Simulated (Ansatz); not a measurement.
The reference is a 12-atom supercell of Pd in the fcc (Cu type) structure (space group Fm-3m, No. 225; a = 3.943 Å) at its relaxed geometry.

Computed with Ansatz (a quantum-chemistry and plane-wave program) PBE, no spin-orbit coupling.

For the base:

The mean distance from the defect site to its nearest host atoms is 2.79 Å and the pressure is 0.1 GPa.

Modification: a neutral Ir on a Pd site, atoms relaxed at fixed cell, starting from a slightly rattled geometry.

Q: How does this affect the mean distance from the defect site to its nearest host atoms?

A: The mean distance from the defect site to its nearest host atoms drops by 0.02 Å (2.79 Å → 2.77 Å).

Q: Predict the new pressure.

A: The pressure shrinks by 1.4 GPa (0.1 GPa → -1.3 GPa).

Q: How does this affect the largest displacement of a host atom from its site in the perfect cell?

A: The largest displacement of a host atom from its site in the perfect cell amounts to 0.05 Å.

In so small a cell the defect repeats every few ångströms: this is an ordered compound, not a dilute defect. The final runs are not spin-polarised. The defect cell is not spin-polarised.
